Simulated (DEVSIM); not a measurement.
Structure: Schottky contact on p-type Si, at 300 K.

| layer (left to right) | material | thickness (μm) | Na (cm⁻³) | τn (s) | τp (s) |
|---|---|---|---|---|---|
| 1 | Si | 3.70 | 4.5e15 | 5.8e-7 | 5.8e-7 |

Left contact: Schottky, work function 4.744 eV, emission velocity 1.6e6 cm/s. Right contact: ohmic. Voltage is applied to the left contact. Recombination: SRH at mid-gap. Mobility is constant in doping.

The device is made up for the run: typed textbook-type constants, with dimensions and the other settings drawn at random. Values at 300 K.

| parameter | Si |
|---|---|
| gap (eV) | 1.124 |
| affinity (eV) | 4.05 |
| permittivity | 11.7 |
| Nc (cm⁻³) | 2.86e19 |
| Nv (cm⁻³) | 3.1e19 |
| μn (cm²/Vs) | 1417 |
| μp (cm²/Vs) | 470 |

DEVSIM, 1D drift-diffusion, Boltzmann statistics, complete ionisation; no tunnelling, impact ionisation, image-force lowering or self-heating. Metal contacts follow the ideal Schottky-Mott rule: no Fermi-level pinning, no interface dipoles.

Problem. Tabulate band edges, carrier densities and field at zero bias.

Solution. Energies count from the Fermi level of the right contact; mesh points crowd at the junctions.

```json
[
 {"x (μm)": "0.000", "Ec (eV)": "0.694", "Ev (eV)": "-0.430", "n (cm⁻³)": "6.3e7", "p (cm⁻³)": "1.9e12", "field (V/cm)": "16000"},
 {"x (μm)": "0.01063", "Ec (eV)": "0.710", "Ev (eV)": "-0.414", "n (cm⁻³)": "3.3e7", "p (cm⁻³)": "3.5e12", "field (V/cm)": "15000"},
 {"x (μm)": "0.02797", "Ec (eV)": "0.735", "Ev (eV)": "-0.389", "n (cm⁻³)": "1.3e7", "p (cm⁻³)": "9.1e12", "field (V/cm)": "14000"},
 {"x (μm)": "0.05083", "Ec (eV)": "0.765", "Ev (eV)": "-0.359", "n (cm⁻³)": "4100000", "p (cm⁻³)": "2.8e13", "field (V/cm)": "12000"},
 {"x (μm)": "0.1026", "Ec (eV)": "0.818", "Ev (eV)": "-0.306", "n (cm⁻³)": "520000", "p (cm⁻³)": "2.2e14", "field (V/cm)": "8600"},
 {"x (μm)": "0.1580", "Ec (eV)": "0.856", "Ev (eV)": "-0.268", "n (cm⁻³)": "120000", "p (cm⁻³)": "9.7e14", "field (V/cm)": "5200"},
 {"x (μm)": "0.2377", "Ec (eV)": "0.883", "Ev (eV)": "-0.241", "n (cm⁻³)": "42000", "p (cm⁻³)": "2.7e15", "field (V/cm)": "1900"},
 {"x (μm)": "0.4179", "Ec (eV)": "0.895", "Ev (eV)": "-0.229", "n (cm⁻³)": "27000", "p (cm⁻³)": "4.4e15", "field (V/cm)": "120"},
 {"x (μm)": "0.6112", "Ec (eV)": "0.895", "Ev (eV)": "-0.229", "n (cm⁻³)": "26000", "p (cm⁻³)": "4.5e15", "field (V/cm)": "≈ 0"},
 {"x (μm)": "0.9264", "Ec (eV)": "0.896", "Ev (eV)": "-0.228", "n (cm⁻³)": "26000", "p (cm⁻³)": "4.5e15", "field (V/cm)": "≈ 0"},
 {"x (μm)": "1.342", "Ec (eV)": "0.896", "Ev (eV)": "-0.228", "n (cm⁻³)": "26000", "p (cm⁻³)": "4.5e15", "field (V/cm)": "≈ 0"},
 {"x (μm)": "2.192", "Ec (eV)": "0.896", "Ev (eV)": "-0.228", "n (cm⁻³)": "26000", "p (cm⁻³)": "4.5e15", "field (V/cm)": "≈ 0"},
 {"x (μm)": "2.658", "Ec (eV)": "0.896", "Ev (eV)": "-0.228", "n (cm⁻³)": "26000", "p (cm⁻³)": "4.5e15", "field (V/cm)": "≈ 0"},
 {"x (μm)": "2.982", "Ec (eV)": "0.896", "Ev (eV)": "-0.228", "n (cm⁻³)": "26000", "p (cm⁻³)": "4.5e15", "field (V/cm)": "≈ 0"},
 {"x (μm)": "3.285", "Ec (eV)": "0.896", "Ev (eV)": "-0.228", "n (cm⁻³)": "26000", "p (cm⁻³)": "4.5e15", "field (V/cm)": "≈ 0"},
 {"x (μm)": "3.418", "Ec (eV)": "0.896", "Ev (eV)": "-0.228", "n (cm⁻³)": "26000", "p (cm⁻³)": "4.5e15", "field (V/cm)": "≈ 0"},
 {"x (μm)": "3.520", "Ec (eV)": "0.896", "Ev (eV)": "-0.228", "n (cm⁻³)": "26000", "p (cm⁻³)": "4.5e15", "field (V/cm)": "≈ 0"},
 {"x (μm)": "3.582", "Ec (eV)": "0.896", "Ev (eV)": "-0.228", "n (cm⁻³)": "26000", "p (cm⁻³)": "4.5e15", "field (V/cm)": "≈ 0"},
 {"x (μm)": "3.640", "Ec (eV)": "0.896", "Ev (eV)": "-0.228", "n (cm⁻³)": "26000", "p (cm⁻³)": "4.5e15", "field (V/cm)": "≈ 0"},
 {"x (μm)": "3.666", "Ec (eV)": "0.896", "Ev (eV)": "-0.228", "n (cm⁻³)": "26000", "p (cm⁻³)": "4.5e15", "field (V/cm)": "≈ 0"},
 {"x (μm)": "3.683", "Ec (eV)": "0.896", "Ev (eV)": "-0.228", "n (cm⁻³)": "26000", "p (cm⁻³)": "4.5e15", "field (V/cm)": "≈ 0"},
 {"x (μm)": "3.700", "Ec (eV)": "0.896", "Ev (eV)": "-0.228", "n (cm⁻³)": "26000", "p (cm⁻³)": "4.5e15", "field (V/cm)": "≈ 0"}
]
```
